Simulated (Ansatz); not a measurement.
Au on the 1x1 (10-10) surface of wurtzite AlN (cut with top plane Al + N), one in a 2x1 cell, started at the site 'hollow Al'

Host crystal: wurtzite AlN, with a band gap (PBE, scalar-relativistic without spin-orbit coupling).

Level of theory: PBE (plane waves to 420 eV, PAW; Ansatz, a program for electronic structure).

Set-up: 33 atoms, 8.9 Å thick at the start under the adsorbate (thin: gaps and levels are the slab's own); mesh 3x4x1; 0.01 eV smearing; dipole correction on; 16 atoms held, the rest relaxed; no symmetry held; spin-polarised, ending with about 1.0 μB a cell; orders that need a larger cell were not tried, no spin-orbit, no U, no dispersion correction. At the end it is bonded to Al + N. In PBE it is, or lies within 0.03 eV of, the lowest of the starts that converged.

```
Item                                                                                                                                             Result
--------------------------------------------------------------------------------------  ---------------------------------------------------------------
adsorption energy against an atom of fcc Au                                                                                                     0.97 eV
change of the step from the bottom to the top vacuum level, against the clean slab                                                              0.19 eV
energy released by relaxation                                                                                                                   0.78 eV
height of the binding atom over the mean of the host atoms within 0.3 Å of the top one                                                          1.828 Å
magnetic moment of the cell                                                                                                                     1.00 μB
nearest host atoms of the binding atom                                                                          N at 2.25 Å, Al at 2.49 Å, Al at 3.13 Å
largest move of a host atom                                                                                                                      0.29 Å
note                                                                                    in the relaxation the adsorbate left its starting site by 0.8 Å
cost                                                                                                             about 16 core-minutes (a rough figure)
```

A negative adsorption energy means that the adsorbate is more stable on the surface than in its reference.
